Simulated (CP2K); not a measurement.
Worked example: self-consistent single point of a (001) slab of BaTiO3 (cut from a parent of space group no. 221; 10 atoms in the cell) in CP2K.

Level of theory: CP2K with PBE, GPW, DZVP-MOLOPT-SR-GTH basis, GTH-PBE potentials (GTH_POTENTIALS).

The change in words: vacuum of 6 angstrom (first run: 14 Å); SURFACE_DIPOLE_CORRECTION: default → T. Reference geometry:
```
CELL_PARAMETERS angstrom
      4.01200     0.00000     0.00000
      0.00000     4.01200     0.00000
      0.00000     0.00000    20.01800
ATOMIC_POSITIONS crystal
  Ba 0.00000 0.00000 0.44989
  Ti 0.50000 0.50000 0.34969
  O  0.50000 0.00000 0.34969
  O  0.00000 0.50000 0.34969
  O  0.50000 0.50000 0.44989
  Ba 0.00000 0.00000 0.65031
  Ti 0.50000 0.50000 0.55010
  O  0.50000 0.00000 0.55010
  O  0.00000 0.50000 0.55010
  O  0.50000 0.50000 0.65031
```

Reference input (self-consistent single point, DFT PBE, GPW, DZVP-MOLOPT-SR-GTH basis, GTH-PBE potentials (GTH_POTENTIALS)): CUTOFF = 600 Ry; REL_CUTOFF = 50 Ry; SMEAR/METHOD = FERMI_DIRAC; ELECTRONIC_TEMPERATURE = 116.05 K; KPOINTS/SCHEME = MONKHORST-PACK 3 3 1; XC_FUNCTIONAL = PBE; Ba/BASIS_SET = DZVP-MOLOPT-SR-GTH; Ba/POTENTIAL = GTH-PBE-q10; Ti/BASIS_SET = DZVP-MOLOPT-SR-GTH; Ti/POTENTIAL = GTH-PBE-q12; O/BASIS_SET = DZVP-MOLOPT-SR-GTH; O/POTENTIAL = GTH-PBE-q6. This run's input differs from it in these lines:

```diff
@@ -11,2 +11,4 @@
     POTENTIAL_FILE_NAME GTH_POTENTIALS
+    SURFACE_DIPOLE_CORRECTION T
+    SURF_DIP_DIR Z
     &QS
@@ -65,3 +67,3 @@
       B 0.00000000 4.01200000 0.00000000
-      C 0.00000000 0.00000000 20.01800400
+      C 0.00000000 0.00000000 12.01801300
       PERIODIC XYZ
@@ -69,12 +71,12 @@
     &COORD
-      Ba       0.00000000     0.00000000     9.00599991
-      Ti       2.00600000     2.00600000     6.99999573
-      O        2.00600000     0.00000000     6.99999573
-      O        0.00000000     2.00600000     6.99999573
-      O        2.00600000     2.00600000     9.00599991
-      Ba       0.00000000     0.00000000    13.01800827
-      Ti       2.00600000     2.00600000    11.01200409
-      O        2.00600000     0.00000000    11.01200409
-      O        0.00000000     2.00600000    11.01200409
-      O        2.00600000     2.00600000    13.01800827
+      Ba       0.00000000     0.00000000     5.00600717
+      Ti       2.00600000     2.00600000     2.99999650
+      O        2.00600000     0.00000000     2.99999650
+      O        0.00000000     2.00600000     2.99999650
+      O        2.00600000     2.00600000     5.00600717
+      Ba       0.00000000     0.00000000     9.01801650
+      Ti       2.00600000     2.00600000     7.01200583
+      O        2.00600000     0.00000000     7.01200583
+      O        0.00000000     2.00600000     7.01200583
+      O        2.00600000     2.00600000     9.01801650
     &END COORD
```

Output (repeated stretches shortened):

```
 SCF WAVEFUNCTION OPTIMIZATION

  Step     Update method      Time    Convergence         Total energy    Change

 *******************************************************************************
 *   ___                                                                       *
 *  /   \                                                                      *
 * [ABORT]                                                                     *
 *  \___/       Dipole correction needs more vacuum space above the surface    *
 *    |                                                                        *
   [... lines left out ...]
 * / \                                                    surface_dipole.F:207 *
 *******************************************************************************

 ===== Routine Calling Stack =====

            9 calc_dipsurf_potential
            8 qs_ks_build_kohn_sham_matrix
            7 rebuild_ks_matrix
            6 qs_ks_update_qs_env
            5 scf_env_do_scf_inner_loop
            4 scf_env_do_scf
            3 qs_energies
            2 qs_forces
            1 CP2K
Abort(1) on node 0 (rank 0 in comm 0): application called MPI_Abort(MPI_COMM_WORLD, 1) - process 0
```

The program stopped with an error. 

The starting cell has typed, rounded lattice constants, without a prior relaxation at this level. The slab is cut from that crystal, and its faces are unrelaxed. Its lattice was rescaled by up to half a per cent. Values carry the incompleteness of an atom-centred basis.
